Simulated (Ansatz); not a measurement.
# TaSi2: response to strain

Base system: TaSi₂ (space group P6_222, No. 180; a = 4.7760 Å, c = 6.5628 Å). Axes: x lies along a and z along c of the hexagonal cell.

Strains are applied to the cell and any free atomic positions relax; under biaxial strain the out-of-plane vector relaxes too; under stress the whole cell relaxes.

Level of theory: r2SCAN (Ansatz, a first-principles code, PAW, no spin-orbit coupling).

Notes on the quantities. pressure: mean of the normal stresses, compression positive.

```tsv
change	pressure	volume per atom	space group
base	0.0 GPa	14.40 Å³	P6_222 (No. 180)
biaxial strain −3.38 %, plane normal [001], relaxed out of plane	11.2 GPa	13.65 Å³	P6_222 (No. 180)
biaxial strain −1.75 %, plane normal [001], relaxed out of plane	5.4 GPa	14.00 Å³	P6_222 (No. 180)
biaxial strain +1.59 %, plane normal [001], relaxed out of plane	-4.1 GPa	14.78 Å³	P6_222 (No. 180)
biaxial strain +2.28 %, plane normal [001], relaxed out of plane	[?]	14.94 Å³	P6_222 (No. 180)
isotropic strain −0.29 %	[?]	14.28 Å³	P6_222 (No. 180)
uniaxial strain ε_yy = −1.01 %	[?]	14.26 Å³	C222 (No. 21)
uniaxial stress, 2 GPa tension along x	–	[?]	C222 (No. 21)
```

Complete the table.


- biaxial strain +2.28 %, plane normal [001], relaxed out of plane, pressure: -5.7 GPa
- isotropic strain −0.29 %, pressure: 1.8 GPa
- uniaxial strain ε_yy = −1.01 %, pressure: 1.9 GPa
- uniaxial stress, 2 GPa tension along x, volume per atom: 14.46 Å³

Without a gap, meshes like the base's 11×11×7 leave anisotropic stresses uncertain by several tenths of a GPa, and small strain energies with them. Stability under load was not tested beyond the relaxation. All final runs are without spin polarisation. An odd electron count without spin: TaSi2.
